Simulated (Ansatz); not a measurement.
Start from BN in the zinc blende structure (space group F-43m, No. 216).

```xyz
2
Lattice="0.0000 1.7903 1.7903 1.7903 0.0000 1.7903 1.7903 1.7903 0.0000" Properties=species:S:1:pos:R:3 pbc="T T T"
B      0.0000     0.0000     0.0000
N      0.8951     0.8951     0.8951
```

Cartesian axes are those of the cell as printed.

All numbers come from plane-wave PAW DFT at the LDA level (Ansatz, a first-principles code, 420 eV), scalar-relativistic without spin-orbit coupling.

Now apply this change: uniaxial strain ε_zz = −1.50 %, all other strain components held at zero, atoms relaxed at fixed cell.

Q: Estimate the effect on the stress and energy relative to the base.

A: The stress (xx, yy, zz, yz, xz, xy; compression positive) comes out as (3.07, 3.07, 12.56, 0.00, 0.00, 0.00) GPa; the energy rises by 3.4 meV/atom.

Whether these cells are dynamically stable was not tested.
